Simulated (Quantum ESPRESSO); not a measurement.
Parameter sweep on NaCl (Fm-3m, 2 atoms in the cell)

```yaml
crystal:
  lattice:
    - [-2.85665, 0.00000, 2.85665]
    - [0.00000, 2.85665, 2.85665]
    - [-2.85665, 2.85665, 0.00000]
  atoms:
    - { symbol: Na, position: [0.00000, 0.00000, 0.00000] }
    - { symbol: Cl, position: [0.50000, 0.50000, 0.50000] }
```

Base run A: LDA (PW92), PseudoDojo standard norm-conserving (LDA) pseudopotentials in Quantum ESPRESSO, self-consistent single point.

Its settings: ecutwfc = 90 Ry; occupations = fixed; potentials = {Na: Na.upf, Cl: Cl.upf}; K_POINTS = automatic 10 10 10 0 0 0; nbnd = 10; conv_thr = 1e-08 Ry; mixing_beta = 0.7.

The starting cell comes from a database of computed structures (which also holds hypothetical and non-ambient phases and stackings), without a prior relaxation at this level. Its lattice was rescaled by a random factor within 2.5 % of one. In the base run, with a pressure of about -3 GPa the cell is away from its equilibrium volume at this level.

Total energies depend on the potentials, the functional and any Hubbard or dispersion term, so they are compared only between runs that share all of them.

Run A gave: pressure (GPa) -3.11; gap on the mesh (eV) 4.553; k-points 47.

Runs:
- B: K_POINTS: automatic 10 10 10 0 0 0 → automatic 6 6 6 0 0 0; potentials: PseudoDojo standard norm-conserving (PBE) [PBE]
- C: K_POINTS: automatic 10 10 10 0 0 0 → automatic 7 7 7 0 0 0; potentials: PseudoDojo standard norm-conserving (PBE) [PBE]
- D: K_POINTS: automatic 10 10 10 0 0 0 → automatic 8 8 8 0 0 0; potentials: PseudoDojo standard norm-conserving (PBE) [PBE]

Question: What does run D change against A?

Answer: The pressure goes from -3.11 to -0.20 GPa and the gap on the mesh goes from 4.553 to 4.963 eV.

Question: What does run C change against A?

Answer: The pressure goes from -3.11 to -0.20 GPa and the gap on the mesh goes from 4.553 to 4.963 eV.

Question: What does run B change against A?

Answer: The pressure goes from -3.11 to -0.20 GPa and the gap on the mesh goes from 4.553 to 4.963 eV.

```tsv
run	pressure (GPa)	gap on the mesh (eV)	k-points
A	-3.11	4.553	47
B	-0.20	4.963	16
C	-0.20	4.963	20
D	-0.20	4.963	29
```
